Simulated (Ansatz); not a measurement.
HgS, response to strain

The parent structure is HgS in the zinc blende structure (space group F-43m, No. 216).

```xyz
2
Lattice="0.0000 2.9379 2.9379 2.9379 0.0000 2.9379 2.9379 2.9379 0.0000" Properties=species:S:1:pos:R:3 pbc="T T T"
S      4.4069     4.4069     4.4069
Hg     0.0000     0.0000     0.0000
```

Cartesian axes are those of the cell as printed.

Strains are applied to the cell and any free atomic positions relax; under biaxial strain the out-of-plane vector relaxes too.

Method: plane-wave PAW DFT at the PBEsol level (Ansatz, a first-principles code, 420 eV), spin-orbit coupling left out.

Notes on the quantities. energy relative to the base: free energy F; pressure: mean of the normal stresses, compression positive.

| variant | energy relative to the base | space group | pressure |
|---|---|---|---|
| base | 0 meV/atom | F-43m (No. 216) | 0.0 GPa |
| biaxial strain −2.03 %, plane normal [001], relaxed out of plane | +2.8 meV/atom | I-4m2 (No. 119) | 0.6 GPa |
| biaxial strain +0.64 %, plane normal [001], relaxed out of plane | +0.3 meV/atom | I-4m2 (No. 119) | -0.2 GPa |
| biaxial strain +2.07 %, plane normal [001], relaxed out of plane | +2.7 meV/atom | I-4m2 (No. 119) | -0.6 GPa |
| biaxial strain +0.29 %, plane normal [110], relaxed out of plane | +0.1 meV/atom | Imm2 (No. 44) | -0.2 GPa |
| uniaxial strain ε_xx = −0.13 % | 0.0 meV/atom | I-4m2 (No. 119) | 0.1 GPa |

A biaxial case was relaxed in a doubled cell and then solved in the primitive one. A case with no gap was solved on a k-mesh chosen for an insulator, which is coarse for it. Whether these cells are dynamically stable was not tested. The final runs are not spin-polarised.
